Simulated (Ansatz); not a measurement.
The starting structures come from a database of crystals and need not be the phases stable at ambient conditions.

Inside the gap of an insulator the Bloch states are evanescent, with a wavenumber k + iκ along the transport direction.

Data:

```
CELL_PARAMETERS angstrom
      8.25406     0.00000     0.00000
     -2.64450     7.81896     0.00000
     -2.61677    -3.64742     4.80071
ATOMIC_POSITIONS crystal
  K  0.02401 0.30849 0.66625
  K  0.97599 0.69151 0.33375
  K  0.30849 0.02401 0.16625
  K  0.69151 0.97599 0.83375
  Ge 0.50000 0.50000 0.75000
  Ge 0.50000 0.50000 0.25000
  As 0.77479 0.56913 0.67196
  As 0.22521 0.43087 0.32804
  As 0.56913 0.77479 0.17196
  As 0.43087 0.22521 0.82804
```

Space group of this cell: Ibam. The cell is taken as given.

Transport runs along the normal of the first two printed cell vectors.

The gap is the functional's own, uncorrected, and κ follows it; spin-orbit coupling is left out. Mid-gap values are interpolated between the computed energies.

Estimate the band gap and the smallest decay constant κ at mid-gap that PBEsol (Ansatz, a quantum-chemistry and plane-wave program) returns for this system.

Gap 0.80 eV on a 6×6×6 mesh; κ = 0.119 1/Å, at the zone centre.
